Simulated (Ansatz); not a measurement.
# Rock-salt CsH

Method: r²SCAN (plane waves, PAW; Ansatz, a program for electronic structure).

Run with plane-wave cutoff 560 eV, 10×10×10 k mesh, Fermi–Dirac smearing 0.01 eV, scalar-relativistic PAW data made under PBE.

Cell (relaxed at this level):

```
CELL_PARAMETERS angstrom
      0.00000     3.19125     3.19125
      3.19125     0.00000     3.19125
      3.19125     3.19125     0.00000
ATOMIC_POSITIONS crystal
  Cs 0.00000 0.00000 0.00000
  H  0.50000 0.50000 0.50000
```

```
Property   Result
--------  -------
band gap  2.68 eV
Γ–Γ gap   7.33 eV
```

Spin–orbit coupling is not included.

Static lattice: no zero-point or thermal effects.
